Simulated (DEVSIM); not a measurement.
Structure: W/SiO2/p-InP capacitor, at 300 K.

```tsv
layer (left to right)	material	thickness (nm)	Na (cm⁻³)
1	SiO2	35.0	-
2	InP	8100	5.9e15
```

Metal gate on the left, work function 4.6 eV. Fixed charge at the semiconductor interface -7.3e10 cm⁻² (in units of +e); no interface traps.

This is a model device: material constants are rounded textbook-type values typed into the input, and sizes, dopings and lifetimes were drawn at random. Values at 300 K; Nc and Nv go as T^1.5, mobilities as T to minus their exponent, the gap by Varshni's rule with the affinity fixed.

| parameter | SiO2 | InP |
|---|---|---|
| gap (eV) | 9 | 1.344 |
| affinity (eV) | 0.9 | 4.38 |
| permittivity | 3.9 | 12.5 |
| Nc (cm⁻³) | - | 5.7e17 |
| Nv (cm⁻³) | - | 1.1e19 |
| Varshni α (eV/K) | - | 0.000363 |
| Varshni β (K) | - | 162 |

Model (solved in DEVSIM): 1D Poisson equation in equilibrium, Boltzmann statistics, complete ionisation; no quantum confinement or tunnelling. Metal contacts follow the ideal Schottky-Mott rule: no Fermi-level pinning, no interface dipoles.

The temperature was swept, all else fixed.

```csv
temperature (K),flat-band voltage (V),threshold voltage (band bending 2φF) (V),minimum of the low-frequency capacitance (μF/cm²)
250,-0.86,0.73,0.0188
300,-0.81,0.69,0.0198
350,-0.76,0.64,0.0206
400,-0.70,0.60,0.0219
450,-0.64,0.55,0.0233
500,-0.58,0.49,0.0249
```

From the first row to the last the flat-band voltage goes from -0.86 to -0.58. From the first row to the last the threshold voltage (band bending 2φF) goes from 0.73 to 0.49.
